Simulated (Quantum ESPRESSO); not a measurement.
A relaxation of the atoms of Si (P3m1, 4 atoms in the cell) with Quantum ESPRESSO.

Level of theory: LDA (PW92), PseudoDojo standard norm-conserving (LDA) pseudopotentials (plane waves; Quantum ESPRESSO).

This input was run:

```fortran
&CONTROL
    calculation = 'relax'
    prefix = 'run'
    outdir = './tmp'
    pseudo_dir = './'
    forc_conv_thr = 1.2e-03
/
&SYSTEM
    ibrav = 4
    A = 3.81216300
    C = 6.30095700
    nat = 4
    ntyp = 1
    ecutwfc = 35
    occupations = 'smearing'
    smearing = 'fermi-dirac'
    degauss = 0.0036749
/
&ELECTRONS
    conv_thr = 1.0d-9
    mixing_beta = 0.4
/
&IONS
/
ATOMIC_SPECIES
Si    28.0850  Si.upf
ATOMIC_POSITIONS {crystal}
Si    0.33333333    0.66666667    0.08681600
Si    0.66666667    0.33333333    0.93699000
Si    0.66666667    0.33333333    0.56301000
Si    0.33333333    0.66666667    0.43699000
K_POINTS {automatic}
8 8 4  0 0 0
```

Log, with long lists cut:

```
     Self-consistent Calculation

     iteration #  1     ecut=    35.00 Ry     beta= 0.40

     Threshold (ethr) on eigenvalues was too large:
     Diagonalizing with lowered threshold

     total energy              =     -34.08953147 Ry
     estimated scf accuracy    <       0.12021053 Ry

     iteration #  2     ecut=    35.00 Ry     beta= 0.40

     total energy              =     -34.08191056 Ry
     estimated scf accuracy    <       0.03224316 Ry

     iteration #  3     ecut=    35.00 Ry     beta= 0.40

     total energy              =     -34.08429267 Ry
     estimated scf accuracy    <       0.00102859 Ry

   [... 5 blocks of this kind left out ...]

     iteration #  9     ecut=    35.00 Ry     beta= 0.40

     total energy              =     -34.08451301 Ry
     estimated scf accuracy    <       0.00000004 Ry

     iteration # 10     ecut=    35.00 Ry     beta= 0.40
     End of self-consistent calculation

     the Fermi energy is     6.6846 ev

!    total energy              =     -34.08451301 Ry
     estimated scf accuracy    <          8.1E-10 Ry
     smearing contrib. (-TS)   =      -0.00012600 Ry
     internal energy E=F+TS    =     -34.08438701 Ry

     convergence has been achieved in  10 iterations

     Forces acting on atoms (cartesian axes, Ry/au):

     atom    1 type  1   force =     0.00000000    0.00000000   -0.10249681
     atom    2 type  1   force =     0.00000000   -0.00000000    0.03641180
     atom    3 type  1   force =     0.00000000   -0.00000000    0.00732389
     atom    4 type  1   force =     0.00000000    0.00000000    0.05876111

     Total force =     0.123846     Total SCF correction =     0.000044

     BFGS Geometry Optimization
   [... lines left out ...]
     the Fermi energy is     6.5297 ev
!    total energy              =     -34.09822249 Ry
     Total force =     0.000623     Total SCF correction =     0.000003
     bfgs converged in   7 scf cycles and   6 bfgs steps
     Final energy             =     -34.0982224850 Ry
   [... lines left out ...]

     File ./tmp/run.bfgs deleted, as requested
Begin final coordinates

ATOMIC_POSITIONS (crystal)
Si               0.3333333300        0.6666666700        0.0688591463
Si               0.6666666700        0.3333333300        0.9429063729
Si               0.6666666700        0.3333333300        0.5689483212
Si               0.3333333300        0.6666666700        0.4430921595
End final coordinates

   JOB DONE.
```

The run converged.  The full log also holds: “c_bands:  1 eigenvalues not converged”.

Summary of the result:
```
Quantity                                     Value
------------------------------------  ------------
Free energy E − TS                    -463.9300 eV
Fermi level (on the code's own zero)       6.53 eV
Largest force (vector length)           0.012 eV/Å
Relaxation steps                                 6
```

The starting cell comes from a database of computed structures (which also holds hypothetical and non-ambient phases and stackings), without a prior relaxation at this level. Its lattice was rescaled by up to half a per cent. For this run, on top of that: one atom moved by 0.15 angstrom. The relaxation keeps the symmetry of its start, so its end need not be a minimum.

Cost on one core of a shared machine: roughly 50 s.
